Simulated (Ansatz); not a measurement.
Take Mg in the hcp (Mg type) structure (space group P6_3/mmc, No. 194; a = 3.173 Å, c = 5.183 Å) as the base.

Structures relaxed with Ansatz (a program for electronic structure) r2SCAN, scalar-relativistic without spin-orbit coupling.

Base:

Simulated powder pattern, Cu Kα1, λ = 1.54056 Å (kinematic, ideal powder, no thermal factors, no anomalous dispersion; the 14 strongest lines at most, above 2 %, up to 2θ = 90°):

```tsv
2θ (°)	I/Imax (%)	hkl
32.56	24	(100)
34.59	27	(002)
37.00	100	(101)
48.23	15	(102)
58.09	17	(110)
63.56	19	(103)
68.20	2.5	(200)
69.40	19	(112)
70.90	13	(201)
72.95	2.7	(004)
78.77	3.2	(202)
82.18	2.8	(104)
```

One thing is altered: full substitution Mg → Be, then cell and atoms are relaxed.

After the change:

Simulated powder pattern, Cu Kα1, λ = 1.54056 Å (kinematic, ideal powder, no thermal factors, no anomalous dispersion; the 14 strongest lines at most, above 2 %, up to 2θ = 90°):

```tsv
2θ (°)	I/Imax (%)	hkl
46.27	26	(100)
51.22	25	(002)
53.29	100	(101)
71.49	14	(102)
85.77	19	(110)
```

The indices refer to each structure's own conventional cell; one index is shown for lines that coincide.

Whether these cells are dynamically stable was not tested.
